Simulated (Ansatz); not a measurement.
A self-consistent single point of CsGeI3 (Cm, 5 atoms in the cell) with Ansatz (an electronic-structure program).

Method: LDA (PW92), default PAW files made with PBE (plane waves; Ansatz).

The change in words: lattice scaled by 0.98; kpoints.mp_grid.grid: 3 3 3 → 9 9 9. Reference geometry:
```xyz
5
Lattice="4.3664 -4.2369 0.0000 4.3664 4.2369 0.0000 -0.3252 0.0000 6.1379" Properties=species:S:1:pos:R:3 pbc="T T T"
Cs     7.7647     0.0000     3.6505
Ge     3.2107     0.0000     0.8233
I      3.4057     0.0000     3.5647
I      5.7715    -2.1655     0.5723
I      5.7715     2.1655     0.5723
```

Reference input (self-consistent single point, DFT, LDA (PW92), plane waves, default PAW files made with PBE): basis.ecutwfc = 30.9 Ry; kpoints.mp_grid.grid = 3 3 3; hamiltonian.xc = lda; hamiltonian.pseudopotentials = {kind: paw} (the program's default PAW files); scf.occupations.method = fixed. This run's input differs from it in these lines:

Ansatz 0.2 input:
```diff
@@ -3,5 +3,5 @@
   lattice:
-    - [4.36642500, -4.23685800, 0.00000000]
-    - [4.36642500, 4.23685800, 0.00000000]
-    - [-0.32523800, 0.00000000, 6.13785300]
+    - [4.27909600, -4.15212100, 0.00000000]
+    - [4.27909600, 4.15212100, 0.00000000]
+    - [-0.31873300, 0.00000000, 6.01509600]
   atoms:
@@ -16,3 +16,3 @@
   mp_grid:
-    grid: [3, 3, 3]
+    grid: [9, 9, 9]
 hamiltonian:
```

Output (repeated stretches shortened):

```
SCF iter   1: F=—  HF=-31792.228398 eV  |F-HF|=—  |Δ(HF+E_count)|=         —  Δρ=3.78e-3  dr2=1.63e-2  ethr=1.77e-3  ⟨swp⟩=5.2  Hψ=32954  notcnv=0  defer=1106
all-band conjugate gradients solve this SCF's bands
preconditioner: auto → Resta (q_TF=auto, 2.286 Å⁻¹)
SCF iter   2: F=—  HF=-31792.223157 eV  |F-HF|=—  |Δ(HF+E_count)|=   5.24e-3  Δρ=2.13e-3  dr2=5.09e-3  ethr=2.20e-5  ⟨swp⟩=3.4  Hψ=16921  notcnv=0  defer=1230
   [... lines left out ...]
SCF iter   5: F=—  HF=-31792.222563 eV  |F-HF|=—  |Δ(HF+E_count)|=   4.04e-5  Δρ=3.59e-5  dr2=3.84e-6  ethr=7.40e-8  ⟨swp⟩=2.6  Hψ=15125  notcnv=0  defer=1208
SCF iter   6: F=—  HF=-31792.222562 eV  |F-HF|=—  |Δ(HF+E_count)|=   1.19e-7  Δρ=1.87e-5  dr2=6.90e-7  ethr=5.19e-9  ⟨swp⟩=2.0  Hψ=14505  notcnv=0  defer=1206
SCF iter   7: F=—  HF=-31792.222562 eV  |F-HF|=—  |Δ(HF+E_count)|=   6.05e-7  Δρ=7.13e-6  dr2=1.28e-7  ethr=9.32e-10  ⟨swp⟩=2.6  Hψ=15304  notcnv=0  defer=1208
SCF iter   8: F=-31792.222562 eV  HF=-31792.222562 eV  |F-HF|=2.99e-9  |Δ(HF+E_count)|=   3.43e-8  Δρ=1.51e-6  dr2=6.94e-9  ethr=1.35e-10  ⟨swp⟩=16.4  Hψ=56156  notcnv=0
SCF 1 converged in 8 iterations: F = -31792.222562 eV  dr2 = 6.94e-9
Free energy (F): -31792.222562 eV
Internal energy: -31792.222562 eV  (E = F + TS)
E sigma→0 (E₀):  -31792.222562 eV
Fermi energy:    4.815991 eV
--- Forces (eV/Å), atoms counted from 1 ---
  atom   1  Cs    -0.00712714    -0.00000000     0.00002255
  atom   2  Ge     0.30303305     0.00000000    -0.23158607
  atom   3  I      0.01505314     0.00000000     0.28579781
  atom   4  I     -0.15547632     0.19460115    -0.02711393
  atom   5  I     -0.15547632    -0.19460115    -0.02711393
--- Stress (GPa, compression-positive) ---
       -0.962720      -0.000000       0.117382
       -0.000000      -0.824111      -0.000000
        0.117382      -0.000000      -0.985612
  P = ⅓ Tr σ = -0.9241 GPa (-9.241 kbar)
  The stress holds the Pulay correction. Without it, at fixed plane waves, as pw.x and ABINIT print it: P = -0.9448 GPa
```

The run converged in 8 iterations. Against the reference run the free energy falls by 3.1 meV/atom, the pressure goes from -2.06 to -0.92 GPa, the largest force goes from 0.194 to 0.381 eV/Å and the gap on the mesh goes from 2.781 to 1.148 eV.

The starting cell comes from a database of computed structures (which also holds hypothetical and non-ambient phases and stackings), without a prior relaxation at this level. Its lattice was rescaled by up to half a per cent. One atom was moved a little off its site on purpose. For this run, on top of that: lattice scaled by 0.98. Spin-orbit coupling is off. Ansatz's pressure includes its estimate of the finite-basis (Pulay) stress. Another mesh or the band path of this cell gives a smaller gap, so this value is not converged in the mesh.

Cost on one core of a shared machine: roughly 2 min.
